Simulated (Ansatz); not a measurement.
For GeS₂ (P4₂/nmc, No. 137; start mp-1071032), LDA (Ansatz, a program for electronic structure, PAW) gives:

| Property | Result |
|---|---|
| lattice parameter a | 3.449 Å |
| c axis length | 10.466 Å |
| band gap at the PBE-D3(BJ) cell | 0.83 eV |
| enthalpy of formation | -0.304 eV/atom |

What does PBEsol in Ansatz (PAW) give for the same quantities?


- lattice constant a: 3.470 Å (increases by 0.6 %)
- lattice parameter c: 11.082 Å (goes up by 5.9 %)
- band gap at the PBE-D3(BJ) cell: 0.95 eV (grows by 0.12 eV)
- formation enthalpy: -0.299 eV/atom (moves by +0.005 eV/atom)

Changes are worked out from the printed values.

Unless a cell is named, each level is at its own relaxed cell (LDA 20.74, PBEsol 22.24 Å³/atom).

Levels without +SOC have no spin–orbit coupling; where heavier elements are present it shifts gaps, mostly down, and can invert bands. Density-functional gaps are differences of (generalised) Kohn–Sham levels.

Caveats: the relaxation could not lower the start's symmetry, so the cell can be a saddle point above a distorted one (LDA, PBEsol). Ansatz's density-functional and Hartree–Fock values are scalar-relativistic unless marked +SOC, with PAW data made under PBE.

A start named mp-… is a Materials Project structure, which can be a computed phase never made.
